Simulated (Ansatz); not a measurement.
RuAs (model structure, started from the CsCl type, Pm-3m, No. 221, 2 atoms in the cell)

These are r²SCAN in Ansatz (PAW) values and carry that method's errors.

Settings: plane-wave cutoff 560 eV, 18×18×18 k mesh, Fermi–Dirac smearing 0.05 eV, no spin polarisation, scalar-relativistic PAW data made under PBE.

Cell (relaxed at this level):

```
CELL_PARAMETERS angstrom
      3.05742     0.00000     0.00000
      0.00000     3.05742     0.00000
      0.00000     0.00000     3.05742
ATOMIC_POSITIONS crystal
  Ru 0.00000 0.00000 0.00000
  As 0.50000 0.50000 0.50000
```

* **bulk modulus**: 210 GPa

Note: the run has no spin polarisation, so it can have missed a magnetic state; the bulk modulus is −V dP/dV from two relaxed cells at ±2 % in volume; the relaxation could raise the start's symmetry but not lower it, so the cell can be a saddle point.

Static lattice: no zero-point or thermal effects.

It cost very roughly 40 core-seconds of CPU time.

A model structure was made by putting elements into a prototype or built by hand; it is no filed structure, need not be a known phase, and can be a saddle point held by its symmetry.

Ansatz is an electronic-structure program.
